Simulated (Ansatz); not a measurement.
# Step by step: energy of one form of ZrO2 over another

This concerns the energy of one form of ZrO2 over another. The value is E(A) − E(B), in meV per atom.

A: ZrO2 (fluorite, Fm-3m), 3 atoms in the cell. Conventional cell: a = b = c = 5.116 Å, α = β = γ = 90.00°.

B: ZrO2 (P2₁/c), 12 atoms in the cell.
```
CELL_PARAMETERS angstrom
      5.18929     0.00000    -0.01175
      0.00000     5.24172     0.00000
     -0.89184     0.00000     5.30464
ATOMIC_POSITIONS crystal
  Zr 0.72429 0.95615 0.78985
  Zr 0.27571 0.04385 0.21015
  Zr 0.27571 0.45615 0.71015
  Zr 0.72429 0.54385 0.28985
  O  0.06488 0.17384 0.85018
  O  0.93512 0.82616 0.14982
  O  0.93512 0.67384 0.64982
  O  0.06488 0.32616 0.35018
  O  0.54892 0.25674 0.02471
  O  0.45108 0.74326 0.97529
  O  0.45108 0.75674 0.47529
  O  0.54892 0.24326 0.52471
```

Ansatz (an electronic-structure program) with PAW potentials; structures come from PBE relaxations, nuclei static, no net charge. Ansatz runs with its PAW set soft_1. Other levels take these structures. The lattices are those relaxed with PBE, so at other levels the solids can be strained, which adds to the spread. A dispersion term (D3(BJ), or D4 for r2SCAN) was computed beside these levels and is taken off wherever the name lacks it. Space groups of crystals are read within 0.01 Å. No phonons were computed, so the higher form may be unstable once its symmetry is let go.

Total energies of the cells in eV, at zero smearing width. They compare only within one column; the weights balance every element.

| cell | atoms | weight | r2SCAN | RPBE |
|---|---|---|---|---|
| A: ZrO2 (fluorite) | 3 | +4 | -5338.08136 | -5334.00371 |
| B: ZrO2 (P2₁/c) | 12 | −1 | -21353.00444 | -21337.10533 |

r2SCAN: 4 × (-5338.08136) − (-21353.00444) = 0.679 eV; dividing by 12 atoms gives 57 meV/atom.

RPBE: 4 × (-5334.00371) − (-21337.10533) = 1.090 eV; dividing by 12 atoms gives 91 meV/atom.

What follows from the r2SCAN value: Against the thermal energy at 300 K, k_BT = 25.9 meV, the difference of 56.6 meV per atom is 2.2 k_BT. To turn the order at 1000 K, where k_BT = 86.2 meV, the higher one would need 0.66 k_B per atom more entropy.
